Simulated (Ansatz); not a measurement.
The reference is BaTiO$_{3}$ in the cubic perovskite structure (space group Pm-3m, No. 221).

Method: PBE (Ansatz, a quantum-chemistry and plane-wave program; PAW; 420 eV plane waves; no spin-orbit coupling).

Measured: band gap 3.2 eV (temperature not stated; as listed in Yu-ichiro Matsushita, Kazuma Nakamura, Atsushi Oshiyama, Physical Review B (2011)).

Q: Knowing the measured values, estimate what each level computes.

A: 
| level | band gap |
|---|---|
| PBE | 1.78 eV |

Computed minus measured — band gap: PBE -1.42 eV. Measured values not marked as corrected hold thermal and zero-point effects that the static-lattice runs lack. A measured gap can be an optical one, lowered by exciton binding. Levels without spin-orbit coupling miss its effect on the gap.

No phonon test of stability was made. The final runs are not spin-polarised. Many cubic perovskites are stable only at high temperature; tilts and polar distortions were not tested. This is not the structure that BaTiO3 has at room temperature and ambient pressure.
